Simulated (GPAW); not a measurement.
A working GPAW input for Cs2NaAlF6 (Fm-3m, 10 atoms in the cell) (DFT PBEsol, plane waves, GPAW PAW datasets PBEsol (made by gpaw-setup)):

```python
from ase import Atoms
from ase.units import GPa
from gpaw import GPAW

atoms = Atoms(['Cs', 'Cs', 'Na', 'Al', 'F', 'F', 'F', 'F', 'F', 'F'],
              cell=[[0.000000, 4.375110, 4.375110],
                    [4.375110, 0.000000, 4.375110],
                    [4.375110, 4.375110, 0.000000]],
              scaled_positions=[[0.750000, 0.750000, 0.750000],
                                [0.250000, 0.250000, 0.250000],
                                [0.500000, 0.500000, 0.500000],
                                [0.000000, 0.000000, 0.000000],
                                [0.787190, 0.212810, 0.212810],
                                [0.212810, 0.787190, 0.787190],
                                [0.212810, 0.787190, 0.212810],
                                [0.787190, 0.212810, 0.787190],
                                [0.212810, 0.212810, 0.787190],
                                [0.787190, 0.787190, 0.212810]],
              pbc=True)

calc = GPAW(mode={'name': 'pw', 'ecut': 950},
            xc='PBEsol',
            kpts=(3, 3, 3),
            occupations={'name': 'methfessel-paxton', 'width': 0.01, 'order': 0},
            nbands=-4,
            convergence={'forces': 0.001, 'bands': -2},
            symmetry={'symmorphic': False, 'tolerance': 0.0005},
            maxiter=120,
            txt='-')

atoms.calc = calc

energy = atoms.get_potential_energy()
print('Energy (eV):', round(energy, 6))
forces = atoms.get_forces()
print('Forces (eV/Ang):')
print(forces.round(5))
stress = atoms.get_stress()
print('Stress (GPa, Voigt):', (stress / GPa).round(4))
```

The run converged in 28 iterations: free energy E − TS (from the program's reference atoms) -50.6927 eV; top of the valence band (on the code's own zero) 0.88 eV; gap on the k-point mesh 6.56 eV; largest force (vector length) 0.075 eV/Å. Each of these slips is then made, one at a time:

(1)
```diff
-                                [0.787190, 0.787190, 0.212810]],
-              pbc=True)
+                                [0.787190, 0.787190, 0.212810]])
```

(2)
fractional coordinates typed as Cartesian

Predict the outcome of each change.


(1) Periodic boundary conditions left out. The program stopped before any SCF iteration, with the message: ValueError: K-points can only be used with PBCs!.

(2) Fractional and Cartesian coordinates mixed up. The program stopped with an error, with the message: numpy.linalg.LinAlgError: The leading minor of order 5 of B is not positive definite. The factorization of B could not be completed and no eigenvalues or eigenvectors were computed..

The starting cell comes from a database of computed structures (which also holds hypothetical and non-ambient phases and stackings), without a prior relaxation at this level.

Left out of this page: 4 runs of the series outside the window shown, repeating another row's setting, or not comparable.
